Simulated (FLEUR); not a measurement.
Band structure of TaW₃ (Fm-3m, 4 atoms in the cell).

```
TaW3
1.0
    0.00000     3.19890     3.19890
    3.19890     0.00000     3.19890
    3.19890     3.19890     0.00000
Ta W
1 3
Direct
  0.00000   0.00000   0.00000
  0.25000   0.25000   0.25000
  0.75000   0.75000   0.75000
  0.50000   0.50000   0.50000
```

Level of theory: FLEUR with LDA (Perdew-Zunger), all-electron FLAPW (FLEUR), scalar-relativistic valence.

Settings: Kmax = 4.1 1/bohr; GmaxXC = 14.3 1/bohr; xcFunctional = pz; jspins = 1; l_soc = F; mode = hist; fermiSmearingEnergy = 0.00367493 Htr; mesh (inpgen div1-3) = 6 6 6; inpgen gamma flag = true; Gmax = 14.3 1/bohr; numbands = 47; maxIterBroyd = 15; imix = Anderson; alpha = 0.05.

The starting cell comes from a database of computed structures (which also holds hypothetical and non-ambient phases and stackings), without a prior relaxation at this level. Spin-orbit coupling is off. Spin polarisation is off. Values depend on the basis (sphere radii, cutoffs, local orbitals), which need not be converged.

Levels in eV from the Fermi level, bands 32 to 39:
```csv
point,32,33,34,35,36,37,38,39
Γ,-2.26,-0.52,-0.52,-0.52,2.65,2.65,3.52,3.52
X,-0.07,-0.07,0.33,0.33,1.28,1.28,1.71,2.07
W,-1.51,-1.50,-1.50,-1.15,1.46,1.65,1.65,1.78
K,-0.98,-0.91,-0.71,-0.29,0.86,1.04,1.42,2.70
L,-2.42,-2.42,-2.07,-2.07,2.54,2.54,3.14,3.14
U,-0.98,-0.91,-0.71,-0.29,0.86,1.04,1.42,2.70
```
